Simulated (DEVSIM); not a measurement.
System: abrupt Si p-n junction, at 300 K.

Layer 1 from the left is Si, thickness (μm) 4.70, Na (cm⁻³) 9.4e16, τn (s) 2.5e-5, τp (s) 2.5e-5. Layer 2 from the left is Si, thickness (μm) 92.0, Nd (cm⁻³) 4.1e16, τn (s) 2.5e-5, τp (s) 2.5e-5.

Left contact: ohmic. Right contact: ohmic. Voltage is applied to the left contact. Recombination: SRH at mid-gap, radiative. Mobility is constant in doping.

This is a model device: material constants are rounded textbook-type values typed into the input, and sizes, dopings and lifetimes were drawn at random. Values at 300 K.

Si: gap (eV) 1.124, affinity (eV) 4.05, permittivity 11.7, Nc (cm⁻³) 2.86e19, Nv (cm⁻³) 3.1e19, μn (cm²/Vs) 1417, μp (cm²/Vs) 470, B (cm³/s) 4.7e-15.

Q: Estimate by hand the built-in potential, the peak field at zero bias, the capacitance at -3 V, and compare with a numerical solution.

A: 
- Built-in potential: ni = √(Nc Nv) exp(−Eg/2kT) = 1.08e10 cm⁻³ with Eg = 1.124 eV; Vbi = kT/q ln(Na Nd/ni²) = 0.805 V; numerical 0.805 V.
- Peak field at zero bias: depletion approximation: W = √(2εVbi/(qN)) = 0.191 μm with N = 2.85e16 cm⁻³; field = 2Vbi/W = 84300 V/cm; numerical 81600 V/cm (estimate above by 3.4 %).
- Capacitance at -3 V: C = √(qεN / 2(Vbi + |V|)) = 25.0 nF/cm²; numerical 25.1 nF/cm² (estimate below by 0.68 %).

Model (solved in DEVSIM): 1D drift-diffusion, Boltzmann statistics, complete ionisation; no tunnelling, impact ionisation, image-force lowering or self-heating.
